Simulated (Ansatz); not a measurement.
## La2O3: pressure series

Start from La2O3 (space group P-3m1, No. 164; a = 3.9062 Å, c = 6.0399 Å).

Cell and atoms are relaxed at each pressure.

Method: Ansatz (a first-principles code) PBEsol, no SOC.

| pressure (GPa) | volume per atom (Å³/atom) |
|---|---|
| -2 | 16.246 |
| -1 | ? |
| 0 | 15.962 |
| 0.3 | 15.922 |
| 0.7 | 15.868 |
| 1.5 | 15.763 |
| 5 | 15.338 |
| 7.5 | 15.062 |
| 10 | 14.807 |

Question: Fit the third-order Birch–Murnaghan form P(V) = (3B₀/2)[(V₀/V)^(7/3) − (V₀/V)^(5/3)]·[1 + (3/4)(B₀′ − 4)((V₀/V)^(2/3) − 1)] (squares taken in P) to the rows shown and predict the withheld row.

Answer: Least squares on the printed values gives V₀ = 15.962 Å³/atom, B₀ = 117 GPa, B₀′ = 3.5; this predicts 16.101 Å³/atom, and the run gives 16.101 Å³/atom, in agreement.

Load acts through the strain it causes; cell and atoms are relaxed under it. Whether these cells are dynamically stable was not tested. No other phases were tried under pressure. The base started in C2/m and relaxed to P-3m1 at this level.
